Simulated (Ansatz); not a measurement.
**Zn: response to strain**

The parent structure is Zn in the hcp (Mg type) structure (space group P6_3/mmc, No. 194; relaxed with 0.1 eV smearing).

```xyz
2
Lattice="2.6129 0.0000 0.0000 -1.3065 2.2629 0.0000 0.0000 0.0000 4.7815" Properties=species:S:1:pos:R:3 pbc="T T T"
Zn     1.3065     0.7543     3.5861
Zn     0.0000     1.5086     1.1954
```

Strains are applied to the cell and any free atomic positions relax.

All numbers come from Ansatz (a program for electronic structure), PBEsol, PAW, cutoff 420 eV, no SOC.

Notes on the quantities. pressure: mean of the normal stresses, compression positive.

```csv
isotropic strain (%),pressure (GPa)
-2.5,8.6
-2,?
-1,3.0
-0.5,1.5
0,0.0
1,-2.6
2,-4.7
2.5,-5.6
3,-6.5
```

Task: Fit P = P₀ − Bδ + Cδ² with δ = (1 + ε)³ − 1 to the rows shown and predict the withheld row.

Result: Least squares on the printed values gives P₀ = 0.0 GPa, B = 95.7 GPa (at held cell shape), C = 287 GPa (largest residual 0.1 GPa); this predicts 6.6 GPa, and the run gives 6.6 GPa, in agreement.

Whether these cells are dynamically stable was not tested.
